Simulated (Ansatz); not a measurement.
Cubic perovskite KZnF3, treated with RPBE in Ansatz (plane waves, PAW).

Numerical settings: plane-wave cutoff 520 eV, 8×8×8 k mesh, Fermi–Dirac smearing 0.01 eV, scalar-relativistic PAW data made under PBE.

The cell has the measured lattice: a = b = c = 4.0550 Å, α = β = γ = 90.00°.

Question: Estimate the band gap and smallest direct gap on the k points sampled that the calculation returns.

Answer: 
- band gap: 4.05 eV (indirect)
- smallest direct gap on the k points sampled: 5.86 eV

Note: cell and atoms aren't relaxed at this level (pressure 8.6 GPa).

The computed numbers hold no vibrational or temperature effects.

It cost roughly 11 core-seconds of CPU time.

Ansatz is an electronic-structure program.
